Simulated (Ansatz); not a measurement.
Consider a periodic stack without vacuum, MnP-type NiSi (1 0 0) on wurtzite GaN (0 0 1) (film strained to the substrate, faces as cut): substrate slab Ga12N12, film Ni8Si6, surface cells [[-1, 1], [-1, -1]] and [[0, 1], [-1, 0]], film strained by -4.3 and -0.8 %, faces N/Ga and Ni/Ni as cut (like faces can put a slab off its formula). Its start:

```xyz
38
Lattice="5.5746 0.0000 -0.1615 0.0000 3.2185 -0.0060 -1.0139 0.8888 25.5575" Properties=species:S:1:pos:R:3 pbc="T T T"
Ga     1.1657     3.1890     1.4424
Ga     3.9700     1.5785     1.3673
Ga     3.1452     3.1616     3.9946
Ga     0.3591     1.5534     4.0857
N      1.2646     3.1642     3.4396
N      4.0565     1.5537     3.3615
N      3.0162     3.1944     0.8716
N      0.2209     1.5833     0.9105
Ga     1.3883     3.1482     6.6494
Ga     4.1741     1.5409     6.5719
Ga     3.3335     3.1495     9.1912
Ga     0.5479     1.5395     9.2699
N      1.4587     3.1479     8.6225
N      4.2435     1.5395     8.5467
N      3.2263     3.1502     5.9691
N      0.4384     1.5394     6.0568
Ga     1.5391     3.1661    11.8456
Ga     4.3383     1.5571    11.7603
Ga     3.4287     3.2331    14.4569
Ga     0.6878     1.6021    14.7506
N      1.5441     3.1929    13.8121
N      4.3860     1.5918    13.7250
N      3.3843     3.1636    11.1585
N      0.6001     1.5542    11.2316
Ni     4.7049     2.7086    19.0954
Ni     3.8973     2.7003    16.6128
Ni     1.8894     1.1070    16.7345
Ni     1.1667     1.0985    19.3788
Si     2.4215     2.7084    18.2776
Si    -0.2666     1.0927    17.5377
Ni     4.8780     2.6825    24.3367
Ni     4.0550     2.6951    21.7469
Ni     2.0110     1.0828    21.9580
Ni     1.4044     1.0573    24.5823
Si     2.6805     2.6841    23.5791
Si     0.6292     2.6986    21.0061
Si    -0.1700     1.0811    22.9466
Si     3.4041     1.1001    20.1369
```

The start was prepared with a machine-learned potential, and the result is one local minimum, with the in-plane cell held and forces under 0.04 eV/Å; the film can end far from its bulk form.

All values below come from PBE (plane waves to 420 eV, PAW; Ansatz, a quantum-chemistry and plane-wave program). Spin–orbit coupling is left out; the runs are not spin-polarised; PBE gaps are too small against experiment. Its k-point mesh 6×10×1, Fermi–Dirac width 0.05 eV.

**Question.** Predict the relaxed interface.

**Answer.** 
| Item | Result |
|---|---|
| interface area | 17.9 Å² |
| period | 25.47 Å |
| gaps between the outermost planes at the two interfaces | 1.88 and 1.83 Å |
| Ga–Ni contacts across the interfaces within 1.22 times the sum of covalent radii | 7, mean 2.74 Å |
| N–Ni contacts across the interfaces within 1.22 times the sum of covalent radii | 2, mean 1.91 Å |
| estimate of the barrier | withheld, since the two interfaces are unlike |
| slope of the mean potential energy in the substrate | -6.1 MV/cm × e |
